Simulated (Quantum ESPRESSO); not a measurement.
Convergence test for Ba₄TiN₄ (P-1, 18 atoms in the cell)

```yaml
crystal:
  lattice:
    - [6.81612, 0.00000, 0.00000]
    - [2.79528, 6.32017, 0.00000]
    - [1.62386, 2.48901, 9.22199]
  atoms:
    - { symbol: Ba, position: [0.77875, 0.57565, 0.15282] }
    - { symbol: Ba, position: [0.22125, 0.42435, 0.84718] }
    - { symbol: Ba, position: [0.73822, 0.22558, 0.96424] }
    - { symbol: Ba, position: [0.26178, 0.77442, 0.03576] }
    - { symbol: Ba, position: [0.71564, 0.50320, 0.56293] }
    - { symbol: Ba, position: [0.28436, 0.49680, 0.43707] }
    - { symbol: Ba, position: [0.21681, 0.96830, 0.61962] }
    - { symbol: Ba, position: [0.78319, 0.03170, 0.38038] }
    - { symbol: Ti, position: [0.73478, 0.83994, 0.75520] }
    - { symbol: Ti, position: [0.26522, 0.16006, 0.24480] }
    - { symbol: N, position: [0.95618, 0.69140, 0.62242] }
    - { symbol: N, position: [0.04382, 0.30860, 0.37758] }
    - { symbol: N, position: [0.90863, 0.81358, 0.91082] }
    - { symbol: N, position: [0.09137, 0.18642, 0.08918] }
    - { symbol: N, position: [0.54839, 0.67063, 0.81700] }
    - { symbol: N, position: [0.45161, 0.32937, 0.18300] }
    - { symbol: N, position: [0.43069, 0.86005, 0.35960] }
    - { symbol: N, position: [0.56931, 0.13995, 0.64040] }
```

Level of theory: LDA (PW92), PseudoDojo standard norm-conserving (LDA) pseudopotentials (plane waves; Quantum ESPRESSO 7.5).

The starting cell comes from a database of computed structures (which also holds hypothetical and non-ambient phases and stackings), without a prior relaxation at this level. In the base run, with a pressure of about -7 GPa the cell is away from its equilibrium volume at this level.

Held fixed: occupations = smearing; smearing = gauss; degauss = 0.000734986 Ry; potentials = {Ba: Ba.upf, Ti: Ti.upf, N: N.upf}; K_POINTS = automatic 3 3 2 0 0 0; conv_thr = 1e-09 Ry.

ΔF is the free energy per atom less that of the last row (85 Ry).

```tsv
ecutwfc	ΔF (meV/atom)	pressure (GPa)	largest force (eV/Å)	gap on the mesh (eV)	plane waves	iterations
34 Ry	1775.1	-40.80	0.770	0.909	8993	18
42 Ry	670.8	-24.40	0.262	0.929	12337	21
51 Ry	179.1	-13.60	0.273	0.938	16518	21
59 Ry	46.5	-9.15	0.297	0.941	20537	21
68 Ry	7.1	-7.22	0.276	0.941	25414	21
85 Ry	0.00	-6.65	0.276	0.941	35502	21
```

Energy within 10 meV/atom of the last row: from ecutwfc = 68 Ry on; the one before it is off by 47 meV/atom. Only the last setting checks this, so the series should go further.

Pressure within 1 GPa of the last row: from ecutwfc = 68 Ry on; the one before it is off by 2.5 GPa. Only the last setting checks this, so the series should go further.

The gap is read on the k-point mesh of the run and can differ from the gap over the whole zone at this level.
